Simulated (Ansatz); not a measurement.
The starting structures come from a database of crystals and need not be the phases stable at ambient conditions.

 Where the default PAW files enter, the runs use the earlier of Ansatz's two default sets.

Inside the gap of an insulator the Bloch states are evanescent, with a wavenumber k + iκ along the transport direction.

Consider the following.

```
CELL_PARAMETERS angstrom
      4.19870     0.00000     0.00000
      0.00000     4.19870     0.00000
      2.09935     2.09935     2.96893
ATOMIC_POSITIONS crystal
  Mg 0.00000 0.00000 0.00000
  Se 0.75000 0.25000 0.50000
```

Space group of this cell: F-43m, zinc blende. The cell is taken as given; by LDA its mean pressure is -1.6 GPa.

Transport runs along the normal of the first two printed cell vectors, the (001) plane of the conventional cell.

The gap is the functional's own. No spin-orbit coupling. Mid-gap values are interpolated on the energy grid.

### Question
Predict the band gap and the smallest decay constant κ at mid-gap from LDA run with Ansatz (a program for electronic structure).

### Answer
Gap 2.40 eV on a 10×10×10 mesh; κ = 0.173 1/Å, at the zone centre.
